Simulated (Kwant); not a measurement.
Device: wire with a row of barriers in a GaAs two-dimensional gas. Effective mass 0.067 mₑ, grid spacing 2 nm, hard walls, nominal width 60 nm (29 grid rows, so walls 60 nm apart), one parabolic valley, scattering region 200 nm long along x; energies count from the band bottom; Fermi energy swept from 0.0012472 to 0.01481 eV. 4 barrier(s) across the wire, height 0.018 eV, thickness 8 nm (about 4 grid columns), spaced by 12 nm.

The device is made up for the run: typed textbook-type constants, with dimensions and the other settings drawn at random.

Computed with Kwant: effective-mass tight-binding model on a square grid, one spin, coherent transport at 0 K. Conductance is in e²/h.

Density of the scattering states that come in from the left lead, at energy = 0.0046593 eV, in bins, relative to the largest site value (x marks bins outside the device):

```
|00000000000000000000000000000000000000000000|
|00000000000000000000000000000000000000000000|
|11110000011110000000000000000000000000000000|
|22210000122221000000000000000000000000000000|
|44321000234431000000000000000000000000000000|
|55431001245542000000000000000000000000000000|
|66541001356652000000000000000000000000000000|
|77642001467763100000000000000000000000000000|
|89752001479873100000000000000000000000000000|
|89852001589974100000000000000000000000000000|
|99862001589974100000000000000000000000000000|
|99862001589974100000000000000000000000000000|
|89852001589974100000000000000000000000000000|
|89752001479873100000000000000000000000000000|
|77642001467763100000000000000000000000000000|
|66541001356652000000000000000000000000000000|
|55431001245542000000000000000000000000000000|
|44321000234431000000000000000000000000000000|
|22210000122221000000000000000000000000000000|
|11110000011110000000000000000000000000000000|
|00000000000000000000000000000000000000000000|
|00000000000000000000000000000000000000000000|
```
Scale: ten equal steps from 0.000 (start of '0') to 0.982 (end of '9'), in the order '0123456789'; x runs from -95.8 to 95.8, y from -26.7 (bottom) to 26.7 (top).

The conductance there is 2.4e-5 e²/h with 1 open channel(s) in the leads.
